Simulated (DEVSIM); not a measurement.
System: abrupt Ge p-n junction, at 300 K.

```
layer (left to right)  material  thickness (μm)  Nd (cm⁻³)  Na (cm⁻³)  τn (s)  τp (s)
---------------------  --------  --------------  ---------  ---------  ------  ------
1                            Ge            11.0          -     8.1e16  6.1e-7  6.1e-7
2                            Ge           0.520     8.3e15          -  6.1e-7  6.1e-7
```

Left contact: ohmic. Right contact: ohmic. Voltage is applied to the left contact. Recombination: SRH at mid-gap, radiative. Mobility is constant in doping.

Constants are typed, rounded textbook-type inputs, not results; the design itself was drawn at random and stands for no fabricated device. Values at 300 K.

```csv
parameter,Ge
gap (eV),0.664
affinity (eV),4
permittivity,16
Nc (cm⁻³),1.04e19
Nv (cm⁻³),6e18
μn (cm²/Vs),3900
μp (cm²/Vs),1900
B (cm³/s),6.4e-14
```

Simulated with DEVSIM: 1D drift-diffusion, Boltzmann statistics, complete ionisation; no tunnelling, impact ionisation, image-force lowering or self-heating.

### Question
Tabulate band edges, carrier densities and field at zero bias.

### Answer
Energies count from the Fermi level of the right contact; mesh points crowd at the junctions.

| x (μm) | Ec (eV) | Ev (eV) | n (cm⁻³) | p (cm⁻³) | field (V/cm) |
|---|---|---|---|---|---|
| 0.000 | 0.553 | -0.111 | 5.4e9 | 8.1e16 | ≈ 0 |
| 0.02400 | 0.553 | -0.111 | 5.4e9 | 8.1e16 | ≈ 0 |
| 0.07587 | 0.553 | -0.111 | 5.4e9 | 8.1e16 | ≈ 0 |
| 0.1754 | 0.553 | -0.111 | 5.4e9 | 8.1e16 | ≈ 0 |
| 0.4840 | 0.553 | -0.111 | 5.4e9 | 8.1e16 | ≈ 0 |
| 0.9897 | 0.553 | -0.111 | 5.4e9 | 8.1e16 | ≈ 0 |
| 2.083 | 0.553 | -0.111 | 5.4e9 | 8.1e16 | ≈ 0 |
| 5.341 | 0.553 | -0.111 | 5.4e9 | 8.1e16 | ≈ 0 |
| 8.141 | 0.553 | -0.111 | 5.4e9 | 8.1e16 | ≈ 0 |
| 9.579 | 0.553 | -0.111 | 5.4e9 | 8.1e16 | ≈ 0 |
| 10.33 | 0.553 | -0.111 | 5.4e9 | 8.1e16 | ≈ 0 |
| 10.75 | 0.553 | -0.111 | 5.4e9 | 8.1e16 | ≈ 0 |
| 10.89 | 0.553 | -0.111 | 5.4e9 | 8.1e16 | -59 |
| 10.96 | 0.547 | -0.117 | 6.7e9 | 6.5e16 | -3200 |
| 11.00 | 0.503 | -0.161 | 3.7e10 | 1.2e16 | -22000 |
| 11.02 | 0.452 | -0.212 | 2.7e11 | 1.6e15 | -22000 |
| 11.06 | 0.373 | -0.291 | 5.6e12 | 7.8e13 | -17000 |
| 11.14 | 0.267 | -0.397 | 3.4e14 | 1.3e12 | -10000 |
| 11.32 | 0.188 | -0.476 | 7.2e15 | 6.1e10 | -690 |
| 11.43 | 0.185 | -0.479 | 8.1e15 | 5.4e10 | -97 |
| 11.49 | 0.185 | -0.479 | 8.3e15 | 5.3e10 | -43 |
| 11.52 | 0.184 | -0.480 | 8.3e15 | 5.3e10 | -36 |
